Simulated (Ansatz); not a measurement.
## InP, response to strain

Start from InP in the zinc blende structure (space group F-43m, No. 216).

```yaml
crystal:
  lattice:
    - [0.00000, 2.95348, 2.95348]
    - [2.95348, 0.00000, 2.95348]
    - [2.95348, 2.95348, 0.00000]
  atoms:
    - { symbol: In, position: [0.00000, 0.00000, 0.00000] }
    - { symbol: P, position: [0.25000, 0.25000, 0.25000] }
```

Cartesian axes are those of the cell as printed.

Strains are applied to the cell and any free atomic positions relax; under biaxial strain the out-of-plane vector relaxes too.

Method: r2SCAN/PAW in Ansatz (a quantum-chemistry and plane-wave program), spin-orbit coupling left out.

Notes on the quantities. energy relative to the base: free energy F; in-plane stress: mean in-plane stress (compression positive).

```tsv
change	band gap	energy relative to the base	in-plane stress	ratio −ε⊥/ε∥
base	1.03 eV	0 meV/atom	–	–
biaxial strain −3.00 %, plane normal [001], relaxed out of plane	1.07 eV	+14 meV/atom	+3.1 GPa	1.07
biaxial strain −2.50 %, plane normal [001], relaxed out of plane	1.06 eV	+9.9 meV/atom	?	1.07
biaxial strain −2.00 %, plane normal [001], relaxed out of plane	1.06 eV	+6.3 meV/atom	+2.0 GPa	1.07
biaxial strain −1.50 %, plane normal [001], relaxed out of plane	1.05 eV	?	+1.5 GPa	1.08
biaxial strain −1.00 %, plane normal [001], relaxed out of plane	1.05 eV	+1.5 meV/atom	+1.0 GPa	1.08
biaxial strain −0.50 %, plane normal [001], relaxed out of plane	1.04 eV	+0.4 meV/atom	+0.5 GPa	–
```

### Question
What belongs in the blanks?

### Answer

- biaxial strain −2.50 %, plane normal [001], relaxed out of plane, in-plane stress: +2.5 GPa
- biaxial strain −1.50 %, plane normal [001], relaxed out of plane, energy relative to the base: +3.5 meV/atom

Whether these cells are dynamically stable was not tested.
